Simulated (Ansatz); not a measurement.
**Sn: response to strain**

Take Sn in the diamond structure (space group Fd-3m, No. 227; a = 6.474 Å; relaxed with 0.1 eV smearing) as the base.

Strains are applied to the cell and any free atomic positions relax.

Level of theory: LDA/PAW in Ansatz (an electronic-structure program), no spin-orbit coupling.

Notes on the quantities. energy relative to the base: free energy F.

| isotropic strain (%) | energy relative to the base (meV/atom) |
|---|---|
| -3 | 43.0 |
| -1.5 | 10.1 |
| -1 | ? |
| -0.5 | 1.1 |
| 0 | 0.0 |
| 0.5 | 1.1 |
| 1 | 4.2 |
| 1.5 | 9.1 |
| 2 | 15.9 |

Q: Fit ΔE = Aε² + Bε³ (ε in %) to the rows shown and predict the withheld row.

A: Least squares on the printed values gives A = 4.29 and B = -0.16 meV/atom (largest residual 0.1 meV/atom); this predicts 4.5 meV/atom, and the run gives 4.4 meV/atom, in agreement.

Stability against distortions was not tested.
